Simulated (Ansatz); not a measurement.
AlB2-type TiB2 was calculated with r²SCAN-D4 in Ansatz (PAW).

Numerical settings: plane-wave cutoff 560 eV, 24×24×18 k mesh (along the axes of the cell as run), Fermi–Dirac smearing 0.05 eV, no spin polarisation, scalar-relativistic PAW data made under PBE.

Computed points:

```csv
V (Å³/atom),E − E_lowest (meV/atom),P (GPa)
8.081,11.80,11.61
8.249,2.85,5.52
8.418,0.00,0.00
8.586,2.67,-5.00
8.754,10.35,-9.54
```

Problem. Fit the third-order Birch–Murnaghan equation and give B0 and B′.

Solution. V0 = 8.418 Å³/atom, B0 = 263 GPa, B′ = 3.9 (fit to the energies at full precision).

Shape and atoms are relaxed at each volume.

Measured, for comparison: bulk modulus 240 GPa (room temperature, no zero-point or thermal correction, our sources range from 233 to 250; as tabulated in Synthesis of Binary Transition Metal Nitrides, Carbides and Borides from the …). Computed (rounded) less measured: bulk modulus +10 % (+5 % to +13 % over the range). A static lattice is as a rule a little smaller and stiffer than an uncorrected measurement, which narrows the difference in the bulk modulus and would widen misses of the other sign.

Note: the bulk modulus comes from volumes at which shape and atoms were relaxed.

Static lattice: no zero-point or thermal effects.

Ansatz is a quantum-chemistry and plane-wave program.
